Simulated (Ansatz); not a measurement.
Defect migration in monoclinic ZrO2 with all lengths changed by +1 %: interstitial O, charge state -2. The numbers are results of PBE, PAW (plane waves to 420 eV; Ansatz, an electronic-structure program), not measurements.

Settings: 96 host sites, the strained lattice (strain from the relaxed PBE one, atoms relaxed), the Γ point alone, smearing 0.01 eV, spin-restricted, no image-charge correction. No zero-point or tunnelling terms. The charge state is imposed; whether it is stable for some Fermi level was not computed. Sites that were not tried may lie lower.

Barriers: single points on a 2×2×2 k-point mesh shifted by half a step at the bands' geometries.

The step: a concerted move, in which O travels most. Atoms about the jump, Cartesian Å from the middle of the jump, before and after:

| atom | x0 | y0 | z0 | x1 | y1 | z1 |
|---|---|---|---|---|---|---|
| O1 | -0.15 | 0.41 | -0.38 | 0.15 | -0.41 | 0.38 |
| Zr2 | -1.21 | 0.47 | 1.51 | -1.23 | 0.39 | 1.73 |
| Zr3 | -0.77 | -1.57 | -0.95 | -0.91 | -1.57 | -1.11 |
| Zr4 | 1.66 | 0.82 | -1.32 | 1.96 | 0.93 | -1.39 |
| O5 | 0.61 | -0.78 | -2.29 | 0.41 | -0.32 | -2.06 |
| O6 | -0.30 | -1.39 | 1.20 | -0.61 | -1.60 | 2.29 |
| O7 | 0.91 | 2.68 | -0.72 | 0.78 | 2.43 | -0.66 |
| O8 | 0.39 | 1.71 | 2.03 | 0.37 | 1.70 | 2.10 |
| O9 | 2.68 | -0.60 | 0.00 | 2.81 | -0.51 | -0.04 |
| O10 | -2.57 | -0.62 | -0.05 | -2.47 | -0.63 | -0.06 |
| Zr11 | 1.57 | -2.23 | 1.35 | 1.21 | -2.01 | 1.36 |
| O12 | 0.82 | -2.89 | -0.58 | 0.70 | -2.81 | -0.58 |
| O13 | -2.14 | 2.05 | 0.28 | -2.12 | 1.97 | 0.29 |
| O14 | 2.27 | -0.64 | 2.67 | 2.23 | -0.59 | 2.67 |
| O15 | -2.02 | -0.55 | -2.73 | -2.03 | -0.60 | -2.76 |
| O16 | -1.64 | 2.14 | -2.39 | -1.64 | 2.10 | -2.38 |
| O17 | 3.15 | 2.01 | 0.37 | 3.14 | 2.04 | 0.35 |
| Zr18 | 1.60 | 3.19 | 1.26 | 1.58 | 3.14 | 1.30 |
| O19 | -0.56 | -0.15 | 3.49 | -0.75 | 0.20 | 3.87 |
| Zr20 | -3.18 | 0.97 | -1.41 | -3.22 | 0.98 | -1.39 |
| O21 | 1.16 | 1.62 | -3.25 | 1.25 | 1.67 | -3.37 |
| Zr22 | -0.92 | 3.63 | -1.00 | -0.94 | 3.60 | -0.98 |
| Zr23 | -0.46 | 0.39 | -3.78 | -0.42 | 0.43 | -3.82 |

### Question
Give the saddle-point geometry and the barrier.

### Answer

```json
[
 {"atom": "O1", "x": "0.13", "y": "0.05", "z": "0.02"},
 {"atom": "Zr2", "x": "-1.18", "y": "0.46", "z": "1.61"},
 {"atom": "Zr3", "x": "-0.87", "y": "-1.59", "z": "-1.00"},
 {"atom": "Zr4", "x": "1.71", "y": "0.80", "z": "-1.31"},
 {"atom": "O5", "x": "0.49", "y": "-0.61", "z": "-2.24"},
 {"atom": "O6", "x": "-0.51", "y": "-1.54", "z": "1.76"},
 {"atom": "O7", "x": "0.83", "y": "2.55", "z": "-0.69"},
 {"atom": "O8", "x": "0.38", "y": "1.77", "z": "2.10"},
 {"atom": "O9", "x": "2.78", "y": "-0.58", "z": "0.00"},
 {"atom": "O10", "x": "-2.51", "y": "-0.62", "z": "-0.06"},
 {"atom": "Zr11", "x": "1.41", "y": "-2.13", "z": "1.39"},
 {"atom": "O12", "x": "0.76", "y": "-2.79", "z": "-0.54"},
 {"atom": "O13", "x": "-2.11", "y": "2.01", "z": "0.27"},
 {"atom": "O14", "x": "2.24", "y": "-0.57", "z": "2.67"},
 {"atom": "O15", "x": "-2.04", "y": "-0.58", "z": "-2.75"},
 {"atom": "O16", "x": "-1.63", "y": "2.10", "z": "-2.38"},
 {"atom": "O17", "x": "3.13", "y": "2.03", "z": "0.39"},
 {"atom": "Zr18", "x": "1.60", "y": "3.18", "z": "1.29"},
 {"atom": "O19", "x": "-0.64", "y": "0.06", "z": "3.67"},
 {"atom": "Zr20", "x": "-3.21", "y": "0.98", "z": "-1.41"},
 {"atom": "O21", "x": "1.18", "y": "1.62", "z": "-3.28"},
 {"atom": "Zr22", "x": "-0.93", "y": "3.62", "z": "-0.99"},
 {"atom": "Zr23", "x": "-0.45", "y": "0.38", "z": "-3.82"}
]
```
It lies 0.26 eV above the start and 0.26 eV above the end. The saddle point's order was not checked.
